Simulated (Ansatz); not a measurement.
The reference is GaP in the zinc blende structure (space group F-43m, No. 216; a = 5.506 Å).

All numbers come from PBE (Ansatz, a first-principles code, PAW, scalar-relativistic without spin-orbit coupling).

For the base:

| Item | Value |
|---|---|
| Band gap | 1.58 eV |
| Lattice parameter a | 5.506 Å |
| Gap character | direct at Γ |

Modification: cell and atoms relaxed at a pressure of 9 GPa.

**Question.** How does this affect the band gap?

**Answer.** The band gap shrinks by 0.11 eV, from 1.58 eV to 1.47 eV.

**Question.** Predict the new lattice parameter a.

**Answer.** The lattice parameter a falls by 0.171 Å, from 5.506 Å to 5.335 Å.

**Question.** What happens to the gap character?

**Answer.** The gap character becomes indirect, Γ → Γ–X (87 % along) (base: direct at Γ).

Load acts through the strain it causes; cell and atoms are relaxed under it. No phonon test of stability was made. Tetrahedral semiconductors of this kind turn to denser phases somewhere between about 1 and 50 GPa; those were not computed, so compressed cells here can lie past the real transition. The real GaP has an indirect gap at ambient pressure; PBE orders its close-lying valleys differently.
